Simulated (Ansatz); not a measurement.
# Mo, response to strain

Base system: Mo in the bcc (W type) structure (space group Im-3m, No. 229; a = 3.112 Å; relaxed with 0.1 eV smearing). Axes: x, y, z lie along the cube axes.

Strains are applied to the cell and any free atomic positions relax; under biaxial strain the out-of-plane vector relaxes too.

Calculations: Kohn–Sham DFT with the LDA functional, run in Ansatz (a program for electronic structure) with PAW and 420 eV plane waves, no SOC.

Candidates:
(a) biaxial strain −0.50 %, plane normal [001], relaxed out of plane
(b) biaxial strain +1.50 %, plane normal [001], relaxed out of plane
(c) biaxial strain +2.00 %, plane normal [001], relaxed out of plane

### Question
Order them by out-of-plane strain, lowest first.

### Answer
(c) biaxial strain +2.00 %, plane normal [001], relaxed out of plane (-1.35 %), (b) biaxial strain +1.50 %, plane normal [001], relaxed out of plane (-1.02 %), (a) biaxial strain −0.50 %, plane normal [001], relaxed out of plane (+0.36 %)

No phonon test of stability was made. All final runs are without spin polarisation.
